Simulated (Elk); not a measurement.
## A self-consistent single point of Cd (P6_3/mmc, 4 atoms in the cell) with Elk

Method: PBE, all-electron FP-LAPW, Elk's shipped species files, APW+lo basis with extra local orbitals (Elk).

This input was run:

```
tasks
  0

xctype
  20

tforce
  .true.

rgkmax
  8.0

gmaxvr
  18.0

lmaxapw
  10

lmaxo
  8

nxlo
  2

lorbcnd
  .true.

lradstp
  2

nrmtscf
  2.0

lmaxi
  4

stype
  0

swidth
  0.00367493

scale
  1.889726125

avec
    3.1887036137   -0.0000004104    0.0000000000
   -1.5943514515    2.7614985398    0.0000000000
    0.0000000000    0.0000000000   10.2596750000

atoms
  1   : nspecies
  'Cd.in'   : spfname
  4   : natoms; atposl, bfcmt below
  0.0000000000  0.0000000000  0.0000000000    0.0 0.0 0.0
  0.0000000000  0.0000000000  0.5000000000    0.0 0.0 0.0
  0.3333333333  0.6666666667  0.2500000000    0.0 0.0 0.0
  0.6666666667  0.3333333333  0.7500000000    0.0 0.0 0.0

ngridk
  8 8 3
```

Output (repeated stretches shortened):

```
│ Elk code version 10.2.4 │

All units are atomic (Hartree, Bohr, etc.)

│ Ground-state run starting from atomic densities │

Lattice vectors :
   6.025776524     -0.7755436017E-06   0.000000000
  -3.012887590       5.218475935       0.000000000
   0.000000000       0.000000000       19.38797588

Unit cell volume      :    609.6620255
Brillouin zone volume :   0.4068651204

Muffin-tin inner radius fraction :   0.1000000000E-01

Nuclei treated as point charges

Species :    1 (Cd)
 parameters loaded from : Cd.in
 name : cadmium
 nuclear charge    :   -48.00000000
 electronic charge :    48.00000000
 atomic mass :    204912.7175
 muffin-tin radius :    2.600000000
 number of radial points in muffin-tin :   1199
 atomic positions (lattice), magnetic fields (Cartesian) :
   1 :   0.00000000  0.00000000  0.00000000    0.00000000  0.00000000  0.00000000
   2 :   0.00000000  0.00000000  0.50000000    0.00000000  0.00000000  0.00000000
   3 :   0.33333333 -0.33333333  0.25000000    0.00000000  0.00000000  0.00000000
   4 :  -0.33333333  0.33333333 -0.25000000    0.00000000  0.00000000  0.00000000

Total number of atoms per unit cell :    4

Spin treatment :
 spin-unpolarised

Number of Bravais lattice symmetries :   24
Number of crystal symmetries         :   24
Crystal has inversion symmetry
Real symmetric eigensolver will be used

k-point grid :      8     8     3
k-point offset :    0.000000000       0.000000000       0.000000000
k-point set is reduced with full crystal symmetry group
Total number of k-points :       20

Muffin-tin radius times maximum |G+k| :    8.000000000
 using average radius
Maximum |G+k| for APW functions       :    3.076923077
Maximum (1/2)|G+k|²                   :    4.733727811
Maximum |G| for potential and density :    18.00000000
 potential will be trimmed for |G| > 2 gkmax
Constant for pseudocharge density :   12
Radial integration step length :    2

G-vector grid sizes :     35    35   112
Number of G-vectors :    60027

Maximum angular momentum used for
 APW functions                      :   10
 outer part of muffin-tin           :    8
 inner part of muffin-tin           :    4

Total nuclear charge    :   -192.0000000
Total core charge       :    120.0000000
Total valence charge    :    72.00000000
Total excess charge     :    0.000000000
Total electronic charge :    192.0000000

Effective Wigner radius, rₛ :   0.9118003800

Number of empty states         :   16
Total number of valence states :   52
Total number of core states    :  120

Conduction state local-orbitals added automatically
Total number of local-orbitals :  456

Exchange-correlation functional :     20     0     0
 Perdew-Burke-Ernzerhof, Phys. Rev. Lett. 77, 3865 (1996)
 gradient requirement :    1
 generalised gradient approximation (GGA)

Smearing type :    0
 Gaussian
Smearing width :   0.3674930000E-02
Effective electronic temperature (K) :    1160.451112

Mixing type :    3
 Broyden mixing, J. Phys. A: Math. Gen. 17, L317 (1984)

Kohn-Sham potential initialised from atomic data
│ Self-consistent loop started │
│ Loop number : 1 │
 total energy                :     -22392.2269480
│ Loop number : 2 │
 total energy                :     -22392.4044407
RMS change in Kohn-Sham potential (target) :   0.6692309332E-01 (  0.1000000000E-05)
Absolute change in total energy (target)   :   0.1774927631     (  0.1000000000E-03)
│ Loop number : 3 │
 total energy                :     -22392.3299512
RMS change in Kohn-Sham potential (target) :   0.6652536540E-01 (  0.1000000000E-05)
Absolute change in total energy (target)   :   0.3011632036E-01 (  0.1000000000E-03)
│ Loop number : 4 │
 total energy                :     -22388.0183361
RMS change in Kohn-Sham potential (target) :   0.3308779329E-01 (  0.1000000000E-05)
Absolute change in total energy (target)   :    4.319144151     (  0.1000000000E-03)
│ Loop number : 5 │
 total energy                :     -22385.3830786
RMS change in Kohn-Sham potential (target) :   0.1151329186E-01 (  0.1000000000E-05)
Absolute change in total energy (target)   :    3.715043617     (  0.1000000000E-03)
   [... lines left out ...]
Absolute change in total energy (target)   :   0.9041096440E-02 (  0.1000000000E-03)
│ Loop number : 12 │
 total energy                :     -22384.1782394
RMS change in Kohn-Sham potential (target) :   0.3350551274E-06 (  0.1000000000E-05)
Absolute change in total energy (target)   :   0.4162833939E-02 (  0.1000000000E-03)
│ Loop number : 13 │
 total energy                :     -22384.1782088
RMS change in Kohn-Sham potential (target) :   0.1512910143E-06 (  0.1000000000E-05)
Absolute change in total energy (target)   :   0.1071285002E-02 (  0.1000000000E-03)
│ Loop number : 14 │
 total energy                :     -22384.1781682
RMS change in Kohn-Sham potential (target) :   0.7060987983E-07 (  0.1000000000E-05)
Absolute change in total energy (target)   :   0.3084108321E-03 (  0.1000000000E-03)
│ Loop number : 15 │
 total energy                :     -22384.1781777
RMS change in Kohn-Sham potential (target) :   0.1383083345E-07 (  0.1000000000E-05)
Absolute change in total energy (target)   :   0.6757404117E-04 (  0.1000000000E-03)
Convergence targets achieved

│ Loop number : 16 │

Energies :
 Fermi                       :     0.224107060747
 sum of eigenvalues          :     -13438.5635439
 electron kinetic            :      23468.3642810
 core electron kinetic       :      22726.4476957
 Coulomb                     :     -45233.4488899
 Coulomb potential           :     -36099.3028974
 nuclear-nuclear             :     -2034.87069063
 electron-nuclear            :     -50297.8535011
 Hartree                     :      7099.27530181
 Madelung                    :     -27183.7974412
 xc potential                :     -807.624927469
 exchange                    :     -608.810637221
 correlation                 :     -10.2829306931
 total energy                :     -22384.1781768

Density of states at Fermi energy :    49.51345542
 (states/Hartree/unit cell)

Estimated indirect band gap :   0.4644361840E-02
 from k-point     18 to k-point     15
Estimated direct band gap   :   0.6904371932E-02
 at k-point     10

Charges :
 core                        :    120.0000000
 valence                     :    72.00000000
 interstitial                :    5.588585601
 muffin-tins (core leakage)
  species :    1 (Cd)
   atom    1                 :    46.60058658     (  0.2402539006E-03)
   atom    2                 :    46.60058658     (  0.2402539006E-03)
   atom    3                 :    46.60512062     (  0.2404065001E-03)
   atom    4                 :    46.60512062     (  0.2404065001E-03)
 total in muffin-tins        :    186.4114144
 total calculated charge     :    191.9987315
 total charge                :    192.0000000
 error                       :   0.1268509809E-02

│ Self-consistent loop stopped │

Forces :
 species :    1 (Cd)
  atom :    1
   Hellmann-Feynman          :     0.00000000   -0.00000000   -0.00000000
   IBS                       :    -0.00000000    0.00000000    0.00000000
   total force               :    -0.00000000   -0.00000000    0.00000000
   total magnitude           :     0.00000000
  atom :    2
   Hellmann-Feynman          :     0.00000000    0.00000000   -0.00000000
   IBS                       :    -0.00000000   -0.00000000    0.00000000
   total force               :    -0.00000000   -0.00000000    0.00000000
   total magnitude           :     0.00000000
  atom :    3
   Hellmann-Feynman          :    -0.00000000    0.00000000    0.00000000
   IBS                       :     0.00000000   -0.00000000   -0.00000000
   total force               :     0.00000000    0.00000000    0.00000000
   total magnitude           :     0.00000000
  atom :    4
   Hellmann-Feynman          :     0.00000000   -0.00000000    0.00000000
   IBS                       :    -0.00000000    0.00000000   -0.00000000
   total force               :    -0.00000000   -0.00000000    0.00000000
   total magnitude           :     0.00000000
```

The run converged in 16 iterations. The count includes the last loop, which Elk runs after its targets are met.

The starting cell was generated: these elements placed on a structure prototype, without a prior relaxation; it need not be a known phase or ordering of this composition. Its lattice was rescaled by a random factor within 2.5 % of one. Values depend on the basis (sphere radii, cutoffs, local orbitals), which need not be converged. The log's line on a gap gives a spacing of levels on this mesh, which the program prints for metals too.

Cost on one core of a shared machine: roughly 2 min.
